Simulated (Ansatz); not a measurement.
System: C (model structure, Im-3m, No. 229). Method: G0W0@PBEsol in Ansatz (hard PAW, contour deformation).

The cell is the one relaxed with PBEsol. Conventional cell: a = 4.3621 Å, b = 4.3621 Å, c = 4.3621 Å, α = 90.00°, β = 90.00°, γ = 90.00°.

One run with a 10×10×10 mesh, response cutoff 100 eV and 173 empty bands, not extrapolated in mesh or basis; no spin–orbit coupling.

Highest filled and lowest empty level by k point (fractions of the reciprocal vectors of the cell (-2.181 2.181 2.181) (2.181 -2.181 2.181) (2.181 2.181 -2.181) Å; eV from the valence maximum of each method):

```csv
k,PBEsol filled,PBEsol empty,QP filled,QP empty
0 0 0,-4.49,4.94,-4.79,6.37
0 0 0.2,-3.16,4.38,[?],[?]
0 0 -0.5,-1.52,4.82,[?],[?]
0 0.1 0.1,-3.58,4.19,[?],[?]
0.2 0.2 0.3,-3.76,6.39,[?],[?]
0.2 -0.5 -0.5,-0.83,4.08,[?],[?]
0.2 -0.5 -0.4,-0.89,3.57,[?],[?]
0.2 -0.4 -0.4,-1.24,3.82,[?],[?]
```

### Question
What belongs in the gaps?

### Answer

- 0 0 0.2, QP filled: -3.41
- 0 0 0.2, QP empty: 5.64
- 0 0 -0.5, QP filled: -1.66
- 0 0 -0.5, QP empty: 6.34
- 0 0.1 0.1, QP filled: -3.85
- 0 0.1 0.1, QP empty: 5.48
- 0.2 0.2 0.3, QP filled: -4.05
- 0.2 0.2 0.3, QP empty: 7.69
- 0.2 -0.5 -0.5, QP filled: -0.91
- 0.2 -0.5 -0.5, QP empty: 5.03
- 0.2 -0.5 -0.4, QP filled: -0.97
- 0.2 -0.5 -0.4, QP empty: 4.57
- 0.2 -0.4 -0.4, QP filled: -1.32
- 0.2 -0.4 -0.4, QP empty: 4.77

Note: the cell keeps the symmetry of its start, so it can be a saddle point.

A model structure was made by putting elements into a prototype or built by hand; it is no filed structure, need not be a known phase, and can be a saddle point held by its symmetry.

Ansatz is an electronic-structure program.
